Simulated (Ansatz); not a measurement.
The starting structures come from a database of crystals and need not be the phases stable at ambient conditions.

 Where the default PAW files enter, the runs use the earlier of Ansatz's two default sets.

Crystal: Mg₂H₆Os (Fm-3m, not sure to be the ambient phase, 9 atoms a cell, 8.1 Å³ an atom); planes in its conventional cell.

Computed with r2SCAN (plane waves, PAW; Ansatz, a quantum-chemistry and plane-wave program).

No gap correction and no spin-orbit coupling; mid-gap values are interpolated between computed energies.

```tsv
plane	area of the cell (Å²)	mid-gap κ (1/Å)	largest κ in the gap (1/Å)
(001)	22.0	0.42	0.42
(110)	31.1	?	?
(111)	19.1	?	0.42
```

The slowest decay depends on the direction. Supply the withheld values.


- (110), mid-gap κ (1/Å): 0.38
- (110), largest κ in the gap (1/Å): 0.39
- (111), mid-gap κ (1/Å): 0.40
